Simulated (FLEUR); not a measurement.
**Short convergence ladders for the (001) slab of Te2Mo (cut from a parent of space group no. 187; 3 atoms in the cell)**

```xyz
3
Lattice="3.5495 0.0000 0.0000 -1.7748 3.0740 0.0000 0.0000 0.0000 17.5690" Properties=species:S:1:pos:R:3 pbc="T T T"
Te     0.0000     2.0493     7.0000
Te     0.0000     2.0493    10.5690
Mo     0.0000     0.0000     8.7845
```

Base method: LDA (Perdew-Zunger), all-electron FLAPW (FLEUR, film geometry), scalar-relativistic valence in FLEUR.

Base settings: Kmax = 4.3 1/bohr; GmaxXC = 15 1/bohr; xcFunctional = pz; jspins = 1; l_soc = F; mode = hist; fermiSmearingEnergy = 0.00073499 Htr; mesh (inpgen div1-3) = 4 4 1; inpgen gamma flag = true; Gmax = 15 1/bohr.

Core times come from one kind of shared machine, to one figure; runs under 30 s give none.

**The basis cutoff**

Moved along: Gmax, GmaxXC.

The mesh stays at the base's, so the ladder's end is converged at best in this setting alone.

Only quantities that move along the ladder and can be compared are tabulated.

| Kmax | free energy less the last step's (meV/atom) | largest difference of a force vector from the last step's (eV/Å) |
|---|---|---|
| 3.04 1/bohr | 610.42 | 0.043 |
| 3.33 1/bohr | 218.29 | 0.014 |
| 3.6 1/bohr | 84.10 | 0.009 |
| 3.96 1/bohr | 22.85 | 0.005 |
| 4.3 1/bohr | 6.72 | 0.002 |
| 4.71 1/bohr | 1.41 | 0.000 |
| 5.27 1/bohr | 0.00 | 0.000 |

Coarsest Kmax that holds the free energy within 5 meV/atom of the last step, with all finer ones: 4.71 1/bohr; the step before is off by 6.7 meV/atom.

Coarsest Kmax that holds the forces within 0.02 eV/Å of the last step, with all finer ones: 3.33 1/bohr; the step before is off by 0.043 eV/Å.

**The setting dTilda**

The mesh stays at the base's, so the ladder's end is converged at best in this setting alone.

Only quantities that move along the ladder and can be compared are tabulated.

```tsv
dTilda	free energy less the last step's (meV/atom)	largest difference of a force vector from the last step's (eV/Å)	core time / last (rough)
14.32 bohr	25.67	0.059	2
15.32 bohr	1.50	0.001	1
16.32 bohr	0.34	0.000	0.9
17.32 bohr	0.00	0.000	1
```

Coarsest dTilda that holds the forces within 0.02 eV/Å of the last step, with all finer ones: 15.32 bohr; the step before is off by 0.059 eV/Å.

Coarsest dTilda that holds the free energy within 2 meV/atom of the last step, with all finer ones: 15.32 bohr; the step before is off by 26 meV/atom.

On the base run: the starting cell comes from a database of computed structures (which also holds hypothetical and non-ambient phases and stackings), without a prior relaxation at this level. The slab is cut from that crystal, and its faces are unrelaxed. Its lattice was rescaled by up to half a per cent. Spin polarisation is off. Values depend on the basis (sphere radii, cutoffs, local orbitals), which need not be converged.

Left out of this page: 1 run of the series failed or unconverged.
